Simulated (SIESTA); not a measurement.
SIESTA is run on TiVS₂ (Pmc2_1, 8 atoms in the cell), and the run fails. The aim is a self-consistent single point with DFT, LDA PW92, numerical atomic orbitals TZP, PseudoDojo LDA standard norm-conserving potentials (rewritten from UPF to PSML).

Cell that was meant: a = 3.3141 Å, b = 5.8385 Å, c = 5.9673 Å, α = 90.00°, β = 90.00°, γ = 90.00°.

Part of the input:

```
     3.314128000    0.000000000    0.000000000
     0.000000000    5.838515000    0.000000000
     0.000000000    0.000000000    5.967251000
AtomicCoordinatesFormat      Bohr
%block AtomicCoordinatesAndAtomicSpecies
     0.000000000    0.650517137    5.738933932  1
     0.000000000   10.382677187    0.100698878  1
```

Log, with long lists cut:

```
reinit: Reading from file input.fdf

reinit: System Name: TiVS2
reinit: System Label: siesta

ERROR

FDF module: fdf_bline: block_fdf structure not initialized

     File: fdf.F90
     Line:  2491
Note: The following floating-point exceptions are signalling: IEEE_INVALID_FLAG IEEE_OVERFLOW_FLAG
STOP Stopping Program
```

Problem. From the messages shown, name the fault and mend the input.

Solution. The fault is a section without its end line. Sections nest, and the parser loses its place. To fix it, close the section. The program stopped before any SCF iteration.

An input that runs soundly differs in these lines (not the only fix; some lines may just follow from the change or write a value another way):
```diff
+%endblock LatticeVectors
```

With that input, the run converged in 16 iterations: free energy E − TS -8456.4803 eV; Fermi level (on the code's own zero) -5.23 eV; pressure -9.04 GPa; largest force (vector length) 0.142 eV/Å (DFT, LDA PW92, numerical atomic orbitals TZP, PseudoDojo LDA standard norm-conserving potentials (rewritten from UPF to PSML)).

On the sound input: the starting cell comes from a database of computed structures (which also holds hypothetical and non-ambient phases and stackings), without a prior relaxation at this level. Its lattice was rescaled by a random factor within 2.5 % of one. Spin polarisation is off, so a magnetic state, if there is one, cannot be reached. Values carry the incompleteness of an atom-centred basis. With a pressure of about -9 GPa the cell is away from its equilibrium volume at this level.
